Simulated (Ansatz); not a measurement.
Base system: Sc in the hcp (Mg type) structure (space group P6_3/mmc, No. 194).

```
Sc
1.0
    3.32949     0.00000     0.00000
   -1.66475     2.88342     0.00000
    0.00000     0.00000     5.19194
Sc
2
Direct
  0.33333   0.66667   0.75000
  0.66667   0.33333   0.25000
```

The values are results of Ansatz (an electronic-structure program) r2SCAN, no SOC, not measurements.

One change was made to it. Results:

```json
[
 {"quantity": "lattice parameter a", "base": "3.329 Å", "after": "2.887 Å"},
 {"quantity": "c/a ratio", "base": "1.559", "after": "1.773"}
]
```

Which change produced these results?
A. Sc → Al
B. Sc → Zr
C. Sc → K
D. Sc → Ta

D, Sc → Ta. For comparison, the lattice parameter a in the other runs: Sc → Al gives 2.818 Å; Sc → K gives 4.751 Å; Sc → Zr gives 3.246 Å.

Stability against distortions was not tested. For Ta, Al and K in this form, whether it has been made was not checked. The final runs are not spin-polarised. This is not the structure that Ta has at room temperature and ambient pressure. This is not the structure that Al has at room temperature and ambient pressure. This is not the structure that K has at room temperature and ambient pressure.
